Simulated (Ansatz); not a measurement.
Fermi-surface data of ZrSi under load (space group Cmcm)

Given:

```
CELL_PARAMETERS angstrom
      1.85896    -4.92575     0.00000
      1.85896     4.92575     0.00000
      0.00000     0.00000     3.74924
ATOMIC_POSITIONS crystal
  Zr 0.64503 0.35497 0.25000
  Zr 0.35497 0.64503 0.75000
  Si 0.92145 0.07855 0.25000
  Si 0.07855 0.92145 0.75000
```

Calculation: PBEsol, rigid bands (plane waves, PAW, scalar-relativistic; Ansatz, a first-principles code). Condition of this run: biaxial stress xx = yy = 1 GPa (compression positive) (the target of the relaxation). Geometry: cell and atoms relaxed with PBEsol, then loaded as said.

```
Quantity                                                            Value
------------------------------------  -----------------------------------
density of states at the Fermi level   0.998 states/(eV·cell), both spins
bare Sommerfeld coefficient                     0.59 mJ/(mol of atoms·K²)
Drude plasma energy                          3.4 (x), 3.6 (y), 3.9 (z) eV
root-mean-square Fermi velocity                                 5.9e5 m/s
resistivity times τ                   42 (x), 38 (y), 32 (z) ×10⁻²² Ω·m·s
```

A metal at this level (no band gap); rigid bands, thermally averaged at 300 K, both spins. Spin-orbit coupling is left out. τ is one relaxation time for all states.

Formula and space group known from diffraction (Crystallography Open Database), not checked to be the room-temperature form: ZrSi under load (space group Cmcm).
